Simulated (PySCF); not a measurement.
PySCF 2.14.0, unrestricted HF/def2-svpd, df: Ti(Cl)3 ([Cl][Ti]([Cl])[Cl]), charge 0, multiplicity 2, 4 atoms. The geometry is a generated start, not checked to be a minimum at this level.

```
Property                       Value
-------------------  ---------------
task                          energy
method                            hf
basis                      def2-svpd
two-electron scheme  density fitting
mol.max_memory               3000 MB
mf.max_cycle                     100
mf.init_guess        minao (default)
mf.DIIS              CDIIS (default)
mf.diis_space            8 (default)
mf.conv_tol          1e-09 (default)
basis functions                  115
```

```xyz
4

Ti    -0.0025    -0.0144    -0.0108
Cl     2.0429    -0.2570    -0.4420
Cl    -0.8456    -0.9596     1.6744
Cl    -1.1948     1.2310    -1.2216
```

Charge 0 and multiplicity 2 are set for this test and not shown to be the ground state.

One run each on 2 threads, 1 BLAS thread. Values of level_shift (Hartree) tried: 0 (default), 0.1, 0.3, 1.

**Question.** How does the count of Fock builds change with level_shift (Hartree), and where is it least?

**Answer.** Fewest Fock builds, within one of each other: 0 (default) with 18, 0.1 with 19. The count rises to 29 at 1. All converge to one solution.

```
level_shift (Hartree)  Fock builds            end
---------------------  -----------  -------------
0 (default)                     18  same solution
0.1                             19  same solution
0.3                             21  same solution
1                               29  same solution
```
